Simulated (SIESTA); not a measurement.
**Parameter sweep on AlHSO₅ (P1, 16 atoms in the cell)**

```yaml
crystal:
  lattice:
    - [3.57862, -3.62745, 0.00000]
    - [3.57862, 3.62745, 0.00000]
    - [-3.42998, 0.00000, 6.18843]
  atoms:
    - { symbol: Al, position: [0.50770, 0.49720, 0.00203] }
    - { symbol: Al, position: [0.49091, 0.49856, 0.49701] }
    - { symbol: H, position: [0.72082, 0.28791, 0.24832] }
    - { symbol: H, position: [0.28457, 0.71379, 0.74343] }
    - { symbol: S, position: [0.12649, 0.87422, 0.24655] }
    - { symbol: S, position: [0.87005, 0.13632, 0.75340] }
    - { symbol: O, position: [0.19297, 0.17774, 0.34739] }
    - { symbol: O, position: [0.80561, 0.81412, 0.65830] }
    - { symbol: O, position: [0.81827, 0.81242, 0.15806] }
    - { symbol: O, position: [0.17296, 0.19114, 0.85055] }
    - { symbol: O, position: [0.25656, 0.75324, 0.08024] }
    - { symbol: O, position: [0.73781, 0.23052, 0.91168] }
    - { symbol: O, position: [0.24641, 0.75095, 0.42315] }
    - { symbol: O, position: [0.76064, 0.25593, 0.58802] }
    - { symbol: O, position: [0.58620, 0.40355, 0.24113] }
    - { symbol: O, position: [0.42204, 0.60237, 0.75075] }
```

Base run A: LDA PW92, numerical atomic orbitals DZP, PseudoDojo LDA standard norm-conserving potentials (rewritten from UPF to PSML) (SIESTA 5.4.2), self-consistent single point.

Its settings: XC.functional = LDA; XC.authors = PW92; potentials = PseudoDojo LDA standard; PAO.BasisSize = DZP; PAO.EnergyShift = 0.01 Ry; MeshCutoff = 300 Ry; kgrid.MonkhorstPack = 4 4 3; OccupationFunction = FD; ElectronicTemperature = 10 K; MaxSCFIterations = 150; SCF.Mixer.Method = Pulay; SCF.Mixer.Weight = 0.1; SCF.Mixer.History = 8; SCF.DM.Tolerance = 1.0E-04.

The starting cell comes from a database of computed structures (which also holds hypothetical and non-ambient phases and stackings), without a prior relaxation at this level. Its atoms were displaced at random from the sites of space group no. 15. Values carry the incompleteness of an atom-centred basis. In the base run, forces exceed 1 eV/Å.

ΔF is the free energy per atom less that of run A. 

Run A gave: pressure (GPa) -1.99; largest force (eV/Å) 5.518; gap on the mesh (eV) 5.467; iterations 12.

Runs:
- B: MaxSCFIterations, SCF.Mixer.Weight = 300, 0.01
- C: MaxSCFIterations, SCF.Mixer.Weight = 300, 0.02
- D: MaxSCFIterations, SCF.Mixer.Weight = 300, 0.05
- E: MaxSCFIterations, SCF.Mixer.Weight = 300, 0.1
- F: MaxSCFIterations, SCF.Mixer.Weight = 300, 0.2
- G: MaxSCFIterations, SCF.Mixer.Weight = 300, 0.3
- H: MaxSCFIterations, SCF.Mixer.Weight = 300, 0.5

Which runs reach the base run's state, and which is quickest in iterations?

Runs B, C, D, E, F, G, H gave the same state as A (within 1 meV/atom). The fewest iterations to that state were 10 (G, H); the most were 15.

```
run  ΔF (meV/atom)  pressure (GPa)  largest force (eV/Å)  gap on the mesh (eV)  iterations
---  -------------  --------------  --------------------  --------------------  ----------
A             0.00           -1.99                 5.518                 5.467          12
B             0.00           -1.99                 5.518                 5.467          15
C             0.00           -1.99                 5.518                 5.467          15
D             0.00           -1.99                 5.518                 5.467          13
E             0.00           -1.99                 5.518                 5.467          12
F             0.00           -1.99                 5.518                 5.467          11
G             0.00           -1.99                 5.518                 5.467          10
H             0.00           -1.99                 5.518                 5.467          10
```
